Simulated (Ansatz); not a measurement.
System: Mg-vacancy pair (Mg on one host Mo site, one Mo site vacant) in bcc Mo (neutral cell). Calculation: PBE, PAW (plane waves to 420 eV; Ansatz, a first-principles code).

Settings: 36 host sites, the relaxed PBE lattice, a 2×2×3 k-point mesh shifted by half a step, smearing 0.10 eV, spin-restricted, no image-charge correction. Static, classical nuclei. Forms of the defect that were not tried may lie lower.

Barriers: single points on a 3×3×5 k-point mesh shifted by half a step at the bands' geometries.

Relaxed starting cell (atoms counted from 1):

```yaml
crystal:
  lattice:
    - [9.48245, 0.00000, 0.00000]
    - [0.00000, 9.48245, 0.00000]
    - [0.00000, 0.00000, 6.32164]
  atoms:
    - { symbol: Mg, position: [0.01232, 0.01328, 0.02080] }
    - { symbol: Mo, position: [0.99872, 0.99968, 0.50454] }
    - { symbol: Mo, position: [0.99842, 0.33212, 0.99981] }
    - { symbol: Mo, position: [0.00017, 0.33162, 0.49475] }
    - { symbol: Mo, position: [0.99974, 0.67020, 0.00121] }
    - { symbol: Mo, position: [0.99954, 0.66549, 0.50185] }
    - { symbol: Mo, position: [0.33119, 0.99937, 0.99979] }
    - { symbol: Mo, position: [0.33067, 0.00112, 0.49475] }
    - { symbol: Mo, position: [0.33037, 0.33131, 0.00121] }
    - { symbol: Mo, position: [0.33268, 0.33363, 0.49638] }
    - { symbol: Mo, position: [0.33286, 0.66503, 0.00018] }
    - { symbol: Mo, position: [0.33277, 0.66656, 0.50138] }
    - { symbol: Mo, position: [0.66926, 0.00069, 0.00119] }
    - { symbol: Mo, position: [0.66455, 0.00049, 0.50184] }
    - { symbol: Mo, position: [0.66409, 0.33379, 0.00017] }
    - { symbol: Mo, position: [0.66562, 0.33373, 0.50134] }
    - { symbol: Mo, position: [0.66540, 0.66634, 0.00291] }
    - { symbol: Mo, position: [0.66643, 0.66739, 0.50084] }
    - { symbol: Mo, position: [0.16911, 0.17004, 0.73485] }
    - { symbol: Mo, position: [0.16486, 0.49541, 0.24923] }
    - { symbol: Mo, position: [0.16476, 0.49825, 0.74939] }
    - { symbol: Mo, position: [0.17028, 0.82751, 0.25679] }
    - { symbol: Mo, position: [0.16766, 0.83244, 0.75055] }
    - { symbol: Mo, position: [0.49449, 0.16575, 0.24926] }
    - { symbol: Mo, position: [0.49732, 0.16566, 0.74944] }
    - { symbol: Mo, position: [0.49873, 0.49960, 0.24941] }
    - { symbol: Mo, position: [0.49750, 0.49841, 0.75103] }
    - { symbol: Mo, position: [0.49965, 0.83317, 0.25088] }
    - { symbol: Mo, position: [0.49748, 0.83429, 0.75128] }
    - { symbol: Mo, position: [0.82657, 0.17118, 0.25680] }
    - { symbol: Mo, position: [0.83150, 0.16858, 0.75053] }
    - { symbol: Mo, position: [0.83228, 0.50055, 0.25093] }
    - { symbol: Mo, position: [0.83338, 0.49840, 0.75131] }
    - { symbol: Mo, position: [0.83144, 0.83236, 0.25434] }
    - { symbol: Mo, position: [0.83129, 0.83221, 0.75028] }
```

End state 1 differs by these moves (Å; atoms that move under 0.08 Å are left out):

| atom | element | Δx | Δy | Δz |
|---|---|---|---|---|
| 1 | Mg | 1.32 | 1.32 | 1.33 |
| 2 | Mo | -0.04 | -0.04 | 0.07 |
| 3 | Mo | -0.04 | 0.06 | -0.03 |
| 7 | Mo | 0.06 | -0.05 | -0.03 |
| 19 | Mo | -0.04 | -0.04 | 0.07 |
| 22 | Mo | -0.05 | 0.06 | -0.03 |
| 30 | Mo | 0.06 | -0.04 | -0.03 |

Problem. Give the forward and backward barriers to end state 1 at the level PBE, PAW.

Solution. forward 0.46 eV, backward 0.46 eV; at the saddle point atom 1 has neighbours 4 Mo at 2.73, 2 Mo at 2.76, 6 Mo at 3.39 Å. The saddle point's order was not checked, and it lies on a symmetry element of the cell, where a band can be held.
